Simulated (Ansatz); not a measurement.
Results of r²SCAN (Ansatz, a program for electronic structure, PAW) for corundum Ga2O3 (metastable phase).

Settings: plane-wave cutoff 560 eV, 8×8×8 k mesh, Fermi–Dirac smearing 0.01 eV, scalar-relativistic PAW data made under PBE.

Cell (measured lattice):

```cif
data_Ga4O6
_chemical_formula_sum 'Ga4 O6'
_space_group_name_H-M_alt 'P 1'
_space_group_IT_number 1
_cell_length_a 5.32046
_cell_length_b 5.32046
_cell_length_c 5.32046
_cell_angle_alpha 55.810
_cell_angle_beta 55.810
_cell_angle_gamma 55.810
loop_
_space_group_symop_operation_xyz
  'x, y, z'
loop_
_atom_site_label
_atom_site_type_symbol
_atom_site_fract_x
_atom_site_fract_y
_atom_site_fract_z
_atom_site_occupancy
Ga1 Ga 0.85561 0.85561 0.85561 1
Ga2 Ga 0.35561 0.35561 0.35561 1
Ga3 Ga 0.14439 0.14439 0.14439 1
Ga4 Ga 0.64439 0.64439 0.64439 1
O1 O 0.44719 0.05281 0.75000 1
O2 O 0.05281 0.75000 0.44719 1
O3 O 0.55281 0.94719 0.25000 1
O4 O 0.25000 0.55281 0.94719 1
O5 O 0.94719 0.25000 0.55281 1
O6 O 0.75000 0.44719 0.05281 1
```

Estimate the band gap and smallest direct gap on the k points sampled that the calculation returns.


- band gap = 3.58 eV (indirect)
- smallest direct gap on the k points sampled = 3.83 eV

Note: cell and atoms aren't relaxed at this level (largest force component 0.07 eV/Å, pressure 0.6 GPa).

Spin–orbit coupling is not included.

The computed numbers hold no vibrational or temperature effects.

The result took about 28 core-seconds (a rough figure).
